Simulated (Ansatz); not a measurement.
Partial pair distribution functions of a relaxed model of amorphous Ti20O41Zn, broadened by 0.06 Å; density 3.45 g/cm³. All values below come from PBE, scalar-relativistic without spin-orbit coupling (plane waves to 420 eV, PAW; Ansatz, a quantum-chemistry and plane-wave program).

The cell was made by melting and quenching with the CHGNet potential and then relaxed with DFT. O atoms were pushed apart under 1.9 Å during the dynamics, to hinder bonds among them. The hot cell started wider than the set density and was brought back towards it in steps. It is the lowest in DFT energy of 2 quenches. It is a model cell: composition and starting density were chosen by hand, and all elements were melted together. No dispersion term was used. Its density started from a set value of 3.66 and ended at 3.45 g/cm³. The simulated quench (nominally 240 K/ps over its main leg) is rapid and tends to freeze in more defects than a deposited or slowly cooled glass has. A cell of this size samples the disorder only roughly. Volume and shape were free in the relaxation.

| r (Å) | g Ti-O | g O-Zn | g Ti-Ti | g O-O |
|---|---|---|---|---|
| 1.55 | 0.01 | 0.00 | 0.00 | 0.00 |
| 1.65 | 0.45 | 0.00 | 0.00 | 0.00 |
| 1.75 | 3.46 | 0.00 | 0.00 | 0.00 |
| 1.85 | 6.21 | 0.59 | 0.00 | 0.00 |
| 1.95 | 6.00 | 6.78 | 0.00 | 0.00 |
| 2.05 | 3.90 | 7.44 | 0.00 | 0.00 |
| 2.15 | 0.97 | 0.77 | 0.00 | 0.00 |
| 2.25 | 0.27 | 0.01 | 0.00 | 0.02 |
| 2.35 | 0.16 | 0.00 | 0.00 | 0.28 |
| 2.45 | 0.01 | 0.00 | 0.00 | 0.92 |
| 2.55 | 0.01 | 0.00 | 0.00 | 1.49 |
| 2.65 | 0.08 | 0.00 | 0.00 | 2.11 |
| 2.75 | 0.13 | 0.00 | 0.01 | 2.42 |
| 2.85 | 0.17 | 0.00 | 0.31 | 2.77 |
| 2.95 | 0.25 | 0.01 | 1.46 | 2.42 |
| 3.05 | 0.19 | 0.33 | 1.61 | 1.61 |
| 3.15 | 0.21 | 1.56 | 1.30 | 1.33 |
| 3.25 | 0.42 | 2.08 | 2.16 | 1.33 |
| 3.35 | 0.54 | 1.51 | 2.37 | 0.88 |
| 3.45 | 0.68 | 1.19 | 2.70 | 0.95 |
| 3.55 | 1.11 | 0.57 | 2.76 | 0.76 |
| 3.65 | 1.30 | 0.70 | 2.16 | 0.64 |
| 3.75 | 1.35 | 0.39 | 0.78 | 0.68 |
| 3.85 | 1.35 | 0.17 | 0.67 | 0.68 |
| 3.95 | 1.47 | 0.78 | 0.67 | 0.71 |
| 4.05 | 1.35 | 1.35 | 0.40 | 0.61 |
| 4.15 | 1.23 | 1.77 | 0.35 | 0.72 |
| 4.25 | 1.38 | 1.30 | 0.52 | 0.64 |
| 4.35 | 1.50 | 1.09 | 0.53 | 0.46 |
| 4.45 | 1.40 | 2.16 | 0.68 | 0.53 |
| 4.55 | 1.33 | 1.93 | 0.77 | 0.75 |
| 4.65 | 1.14 | 0.59 | 0.72 | 0.79 |

Within 2.44 Å each Ti has 5.05 O neighbours on average.
